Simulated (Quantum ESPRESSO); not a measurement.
Input and output of a self-consistent single point for Fe3Si (I4mm, 4 atoms in the cell) (Quantum ESPRESSO).

Computed with PBEsol, PSlibrary ultrasoft (PBE) pseudopotentials (plane waves; Quantum ESPRESSO).

```xyz
4
Lattice="0.0000 2.7996 2.7996 2.7996 0.0000 2.7996 2.7996 2.7996 0.0000" Properties=species:S:1:pos:R:3 pbc="T T T"
Fe     4.1994     4.1994     4.1994
Fe     1.3998     1.3998     1.3998
Fe     2.7996     2.7996     2.8496
Si     0.0000     0.0000     0.0000
```
Moments meant for the start (each program seeds them in its own way; μB, in the order of the atoms Fe Fe Fe Si): 4.0 4.0 4.0 0.0.

Reference input (self-consistent single point, DFT, PBEsol, plane waves, PSlibrary ultrasoft (PBE) pseudopotentials): ecutwfc = 55 Ry; ecutrho = 330 Ry; occupations = smearing; smearing = gaussian; degauss = 0.0073499 Ry; nspin = 2; input_dft = pbesol; potentials = {Fe: Fe.pbe-n-rrkjus_psl.1.0.0.UPF, Si: Si.pbe-n-rrkjus_psl.1.0.0.UPF}; K_POINTS = automatic 5 5 5 0 0 0; conv_thr = 1e-10 Ry; mixing_beta = 0.4. This run's input differs from it in these lines:

```diff
@@ -37,3 +37,3 @@
 K_POINTS automatic
-5 5 5  0 0 0
+9 9 9  1 1 1
```

Output, abridged:

```
     Self-consistent Calculation

     iteration #  1     ecut=    55.00 Ry     beta= 0.40

     Threshold (ethr) on eigenvalues was too large:
     Diagonalizing with lowered threshold

     total energy              =    -194.09032501 Ry
     estimated scf accuracy    <       0.33062743 Ry

     total magnetization       =     6.53 Bohr mag/cell
     absolute magnetization    =     6.75 Bohr mag/cell

     iteration #  2     ecut=    55.00 Ry     beta= 0.40

     total energy              =    -194.18089751 Ry
     estimated scf accuracy    <       0.09264115 Ry

     total magnetization       =     6.20 Bohr mag/cell
   [... lines left out ...]

     iteration # 25     ecut=    55.00 Ry     beta= 0.40

     total energy              =    -194.24605212 Ry
     estimated scf accuracy    <          4.0E-10 Ry

     total magnetization       =     5.03 Bohr mag/cell
     absolute magnetization    =     5.41 Bohr mag/cell

     iteration # 26     ecut=    55.00 Ry     beta= 0.40

     Magnetic moment per site  (integrated on atomic sphere of radius R)
     atom   1 (R=0.250)  charge=  6.4264  magn=  1.3047
     atom   2 (R=0.250)  charge=  6.4264  magn=  1.3047
     atom   3 (R=0.250)  charge=  6.3226  magn=  2.5416
     atom   4 (R=0.253)  charge=  2.0180  magn= -0.0564
     End of self-consistent calculation

     Number of k-points >= 100: set verbosity='high' to print the bands.

     the Fermi energy is    13.9916 ev

!    total energy              =    -194.24605213 Ry
     estimated scf accuracy    <          6.1E-11 Ry
     smearing contrib. (-TS)   =      -0.00096808 Ry
     internal energy E=F+TS    =    -194.24508404 Ry

     total magnetization       =     5.03 Bohr mag/cell
     absolute magnetization    =     5.41 Bohr mag/cell

     convergence has been achieved in  26 iterations

     Forces acting on atoms (cartesian axes, Ry/au):

     atom    1 type  1   force =     0.00000000   -0.00000000    0.00724558
     atom    2 type  1   force =     0.00000000    0.00000000    0.00724558
     atom    3 type  1   force =     0.00000000    0.00000000   -0.01743314
   [... lines left out ...]

     Total force =     0.020434     Total SCF correction =     0.000000

          total   stress  (Ry/bohr**3)                   (kbar)     P=      -77.55
  -0.00052601   0.00000000  -0.00000000          -77.38        0.00       -0.00
   0.00000000  -0.00052601   0.00000000            0.00      -77.38        0.00
  -0.00000000  -0.00000000  -0.00052956           -0.00       -0.00      -77.90

   JOB DONE.
```

The run converged in 26 iterations. Against the reference run the free energy falls by 3.4 meV/atom, the pressure goes from -7.47 to -7.76 GPa, the largest force moves little (0.445 to 0.448 eV/Å) and the size of the net moment moves little (1.27 to 1.26 μB/atom). The full log also holds: “c_bands:  1 eigenvalues not converged”. The full log also holds: “c_bands:  2 eigenvalues not converged”.

The starting cell comes from a database of computed structures (which also holds hypothetical and non-ambient phases and stackings), without a prior relaxation at this level. Its lattice was rescaled by up to half a per cent. One atom was moved a little off its site on purpose. The magnetic order is the one reached from the typed start; others were not searched systematically.

Cost on one core of a shared machine: roughly 6 min.
